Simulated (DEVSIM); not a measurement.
System: abrupt Si n-p junction, at 350 K.

```
layer (left to right)  material  thickness (μm)  Nd (cm⁻³)  Na (cm⁻³)  τn (s)  τp (s)
---------------------  --------  --------------  ---------  ---------  ------  ------
1                            Si           0.800     1.5e17          -  4.3e-7  4.3e-7
2                            Si           0.490          -     5.9e16  4.3e-7  4.3e-7
```

Left contact: ohmic. Right contact: ohmic. Voltage is applied to the left contact. Recombination: SRH at mid-gap. Mobility is μmin + (μ − μmin)/(1 + (N/Nref)^α).

The device is made up for the run: typed textbook-type constants, with dimensions and the other settings drawn at random. Values at 300 K; Nc and Nv go as T^1.5, mobilities as T to minus their exponent, the gap by Varshni's rule with the affinity fixed.

| parameter | Si |
|---|---|
| gap (eV) | 1.124 |
| affinity (eV) | 4.05 |
| permittivity | 11.7 |
| Nc (cm⁻³) | 2.86e19 |
| Nv (cm⁻³) | 3.1e19 |
| μn (cm²/Vs) | 1417 |
| μp (cm²/Vs) | 470 |
| μn,min | 52 |
| μp,min | 45 |
| Nref,n | 9.7e16 |
| Nref,p | 2.2e17 |
| αn | 0.68 |
| αp | 0.72 |
| T exponent of μn | 2.3 |
| T exponent of μp | 2.2 |
| Varshni α (eV/K) | 0.000473 |
| Varshni β (K) | 636 |

Simulated with DEVSIM: 1D drift-diffusion, Boltzmann statistics, complete ionisation; no tunnelling, impact ionisation, image-force lowering or self-heating.

Question: Give the dark forward current.

Answer: 
```csv
V (V),J (A/cm²)
-0.05,-9.5e-7
-0.10,-5.5e-6
-0.15,-2.8e-5
-0.20,-0.00014
-0.25,-0.00075
-0.30,-0.0039
-0.35,-0.020
-0.40,-0.10
-0.45,-0.53
-0.50,-2.8
-0.55,-14
-0.60,-71
-0.65,-330
-0.70,-1300
-0.75,-3400
```
